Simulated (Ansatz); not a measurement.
The parent structure is CoSn (space group P6/mmm, No. 191; a = 5.2415 Å, c = 4.1871 Å; non-magnetic). Axes: x lies along a and z along c of the hexagonal cell.

All numbers come from Ansatz (a quantum-chemistry and plane-wave program), r2SCAN, PAW, cutoff 500 eV, no spin-orbit coupling, earlier PAW set.

For the base:

```
Property                        Result
-----------------------------  -------
Pressure                       0.0 GPa
Shortest interatomic distance  2.583 Å
```

It is then changed as follows: biaxial strain −0.78 %, plane normal [001], relaxed out of plane (Cartesian); in-plane vectors clamped, the third vector and the atoms free.

Q: What happens to the pressure?

A: The pressure (mean of the normal stresses, compression positive) goes from zero to 1.8 GPa.

Q: Estimate the effect on the shortest interatomic distance.

A: The shortest interatomic distance is still 2.583 Å.

No phonon test of stability was made. Starting moments died away, wholly or in part, for the base; another magnetic solution may exist. All final runs are without spin polarisation.
